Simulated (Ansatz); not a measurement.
Start from InSb in the zinc blende structure (space group F-43m, No. 216; a = 6.635 Å).

Computed with PBE (Ansatz, a program for electronic structure; PAW; 420 eV plane waves; no SOC), earlier PAW set.

Before the change:

The density comes out as 5.38 g/cm³ and the band gap is zero. The gap character is absent.

It is then changed as follows: a hydrostatic pressure of 30 GPa.

Q: Estimate the effect on the density, band gap, hole mass and gap character.

A: The density grows by 2.26 g/cm³ (5.38 g/cm³ → 7.64 g/cm³); the band gap goes from zero to 0.68 eV; the hole mass (degenerate bands, along [100]) comes out as 0.075, 0.20, 0.20 mₑ (at Γ); the gap character goes from absent to indirect, Γ → a point along ⟨100⟩, about 0.9 Å⁻¹ from Γ.

Spin-orbit coupling, missing from the scalar runs, can matter with Sb. Load acts through the strain it causes; cell and atoms are relaxed under it. Effective masses come from finite differences of ±0.01 Å⁻¹. Whether these cells are dynamically stable was not tested. Tetrahedral semiconductors of this kind turn to denser phases somewhere between about 1 and 50 GPa; those were not computed, so compressed cells here can lie past the real transition. The final runs are not spin-polarised. The zero or small gap of InSb can change with the level of theory.
